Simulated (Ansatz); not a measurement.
Start from Zr in the hcp (Mg type) structure (space group P6_3/mmc, No. 194; a = 3.244 Å, c = 5.158 Å; relaxed with 0.1 eV smearing). Axes: x lies along a and z along c of the hexagonal cell.

Level of theory: r2SCAN (Ansatz, a first-principles code, PAW, scalar-relativistic without spin-orbit coupling).

Perturbation: uniaxial strain ε_xx = +2.00 %, all other strain components held at zero; the atoms relax in the strained cell.

Task: Predict the stress tensor and what it implies for the stiffness.

Result: Stress of the strained cell less that of the base (GPa, compression positive):
```
   -2.8     0.0     0.0
    0.0    -1.4     0.0
    0.0     0.0    -1.2
```

Then −Δσ_ii/ε with ε = 0.0200 gives secant stiffness values (nonlinear terms included at this strain): C11 ≈ 138 GPa, C12 ≈ 69 GPa and C13 ≈ 62 GPa.

As a check, the harmonic strain energy −½ V₀ Δσ:ε is 4.1 meV/atom; the computed energy rise is 4.1 meV/atom.

Whether these cells are dynamically stable was not tested. All final runs are without spin polarisation.
